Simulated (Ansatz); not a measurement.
## Carrier doping in SiS2

The reference is SiS2 (space group Ibam, No. 72; a = 5.803 Å, b = 9.892 Å, c = 5.546 Å; made of chains).

Carriers are added at fixed cell with a uniform background; the Fermi–Dirac width is that of 300 K.

Computed with Kohn–Sham DFT with the r2SCAN functional, run in Ansatz (an electronic-structure program) with PAW and 500 eV plane waves, spin-orbit coupling left out.

Notes on the quantities. Fermi level from band edge: Fermi level relative to the doped band's edge (positive inside the band; to 0.05 eV).

```json
[
 {"electron density (10^21 cm⁻³)": "2", "Fermi level from band edge (eV)": "0.35"},
 {"electron density (10^21 cm⁻³)": "3", "Fermi level from band edge (eV)": "0.40"},
 {"electron density (10^21 cm⁻³)": "7", "Fermi level from band edge (eV)": "?"},
 {"electron density (10^21 cm⁻³)": "10", "Fermi level from band edge (eV)": "0.80"}
]
```

Problem. Fit E_F = C n^s, fitted as a line in log–log form (a parabolic band gives s = 2/3) to the rows shown and predict the withheld row.

Solution. Least squares on the printed values gives C = 0.23 eV, s = 0.53 (largest residual 0.02 eV); this predicts 0.66 eV, and the run gives 0.65 eV, in agreement.

Carriers are added with a uniform compensating background; total energy and stress of such cells depend on the potential's zero and are not compared; many-body gap narrowing is missing at this level. Stability against distortions was not tested. No dispersion term is included, though the crystal is made of layers, chains or molecules, so its spacings can come out too wide.
